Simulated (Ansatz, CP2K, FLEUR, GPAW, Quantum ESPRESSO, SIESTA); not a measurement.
# One structure in several programs: HgPPd₅ (P4/mmm, 7 atoms in the cell)

Self-consistent single point, at a second geometry (lattice scaled by 0.98). First geometry:

```yaml
crystal:
  lattice:
    - [4.01802, 0.00000, 0.00000]
    - [0.00000, 4.01802, 0.00000]
    - [0.00000, 0.00000, 7.18054]
  atoms:
    - { symbol: Hg, position: [0.50000, 0.50000, 0.00000] }
    - { symbol: P, position: [0.00000, 0.00000, 0.50000] }
    - { symbol: Pd, position: [0.00000, 0.50000, 0.30289] }
    - { symbol: Pd, position: [0.00000, 0.50000, 0.69711] }
    - { symbol: Pd, position: [0.50000, 0.00000, 0.30289] }
    - { symbol: Pd, position: [0.50000, 0.00000, 0.69711] }
    - { symbol: Pd, position: [0.00000, 0.00000, 0.00000] }
```

Shared settings, as Ansatz (a program for electronic structure) writes them: kpoints.mp_grid.grid = 5 5 3; scf.occupations.method = gaussian; scf.occupations.width = 0.1 eV. Potentials and cutoffs stand in the table.

```json
[
 {"code": "GPAW", "model": "PBEsol, GPAW PAW datasets PBEsol (made by gpaw-setup)", "ΔF from the first geometry (meV/atom)": "-42.1", "pressure (GPa)": "-2.34", "largest force (eV/Å)": "0.064", "cutoff": "600 eV"},
 {"code": "SIESTA", "model": "GGA PBEsol, numerical atomic orbitals TZP, PseudoDojo PBEsol standard norm-conserving potentials (rewritten from UPF to PSML)", "ΔF from the first geometry (meV/atom)": "-57.8", "pressure (GPa)": "-5.01", "largest force (eV/Å)": "0.210", "cutoff": "grid 400 Ry"},
 {"code": "Ansatz", "model": "PBEsol, PAW files made with PBE", "ΔF from the first geometry (meV/atom)": "-47.9", "pressure (GPa)": "-3.43", "largest force (eV/Å)": "0.021", "cutoff": "420 eV"},
 {"code": "CP2K", "model": "PBEsol, GPW, DZVP-MOLOPT-SR-GTH basis, GTH-PBE potentials (GTH_POTENTIALS)", "ΔF from the first geometry (meV/atom)": "-35.7", "pressure (GPa)": "-1.09", "largest force (eV/Å)": "0.161", "cutoff": "grid 500 Ry"},
 {"code": "FLEUR", "model": "PBEsol, all-electron FLAPW (FLEUR), scalar-relativistic valence", "ΔF from the first geometry (meV/atom)": "–", "pressure (GPa)": "–", "largest force (eV/Å)": "0.045", "cutoff": "Kmax 4.2 1/bohr"},
 {"code": "Quantum ESPRESSO", "model": "PBEsol, GBRV 1.5 ultrasoft (PBESOL) pseudopotentials", "ΔF from the first geometry (meV/atom)": "-44.6", "pressure (GPa)": "-2.76", "largest force (eV/Å)": "0.041", "cutoff": "40 Ry"}
]
```

A dash marks a value that a program does not give, or that is left out as unsure.

On Ansatz's run: spin-orbit coupling is off. Spin polarisation is off; with an odd number of electrons in the cell that forces a metal, and a magnetic state may lie lower.

The spread over the programs that give each value: ΔF from the first geometry within 22.1 meV/atom; pressure within 3.92 GPa; largest force within 0.189 eV/Å.

SIESTA and CP2K use small atom-centred bases, whose incompleteness enters pressures, forces and empty levels differently from a plane-wave cutoff. FLEUR treats all electrons, but the usual bases taken here (sphere radii, linearisation, local orbitals, empty states) were not tested for convergence, so the values are no reference for the others. Ansatz's pressure is given at a fixed set of plane waves, as the other plane-wave codes print theirs; with its correction for the finite basis it is -3.39 GPa. In the pressure, SIESTA (by 2.26) and CP2K (by 1.66) lie more than 1 GPa from the median of the plane-wave programs. In the force vectors, SIESTA (by 0.169) and CP2K (by 0.119) lie more than 0.08 eV/Å from the median of the plane-wave programs.

The starting cell comes from a database of computed structures (which also holds hypothetical and non-ambient phases and stackings), without a prior relaxation at this level. Its lattice was rescaled by a random factor within 2.5 % of one. For this run, on top of that: lattice scaled by 0.98.

Left out of this page: Elk (not drawn, or without a comparable value).

Keys are those of Ansatz 0.2.
